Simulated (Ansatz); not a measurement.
**Effect of isotropic strain +0.50 % on ZrS2**

The reference is ZrS2 in the CdI2 type structure (space group P-3m1, No. 164; a = 3.5781 Å, c = 5.5401 Å; layered, stacked along the Cartesian z axis).

It is then changed as follows: the cell is scaled by 1.0050 in all directions, atoms relaxed at fixed cell.

Level of theory: PBEsol-D3(BJ) (Ansatz, an electronic-structure program; PAW; 420 eV plane waves; scalar-relativistic without spin-orbit coupling). Settings: 11×11×6 k-points, 0.05 eV Fermi–Dirac smearing.

| quantity | base | changed | shift |
|---|---|---|---|
| volume per atom | 20.48 Å³ | 20.78 Å³ | +0.309 Å³ |
| space group | P-3m1 (No. 164) | P-3m1 (No. 164) | – |
| shortest interatomic distance | 2.534 Å | 2.538 Å | +0.004 Å |
| energy relative to the base (free energy F) | 0 meV/atom | +0.7 meV/atom | +0.7 meV/atom |
| pressure (mean of the normal stresses, compression positive) | 0.00 GPa | -0.73 GPa | -0.73 GPa |
| band gap | 0.29 eV | 0.37 eV | +0.08 eV |
| gap character | indirect, Γ → L | indirect, Γ → L | – |
| smallest direct gap | 1.22 eV | 1.23 eV | +0.016 eV |
| width of the top valence band | 2.29 eV | 2.23 eV | -0.052 eV |
| hole mass | 0.17 mₑ along c, 2.1 mₑ across (at Γ) | 0.18 mₑ along c, 2.8 mₑ across (at Γ) | – |
| valence-band top at Γ (three highest levels, from the VBM) | 0.00, -0.35, -0.35 eV | 0.00, -0.35, -0.35 eV | – |
| largest internal atomic displacement | – | 0.014 Å | – |

Final structure:

```
CELL_PARAMETERS angstrom
      3.59597     0.00000     0.00000
     -1.79799     3.11420     0.00000
      0.00000     0.00000     5.56783
ATOMIC_POSITIONS crystal
  Zr 0.00000 0.00000 0.00000
  S  0.33333 0.66667 0.26215
  S  0.66667 0.33333 0.73785
```

Effective masses come from finite differences of ±0.01 Å⁻¹. No phonon test of stability was made. A zero or small gap of ZrS2 can be the functional's error rather than a property of the material.
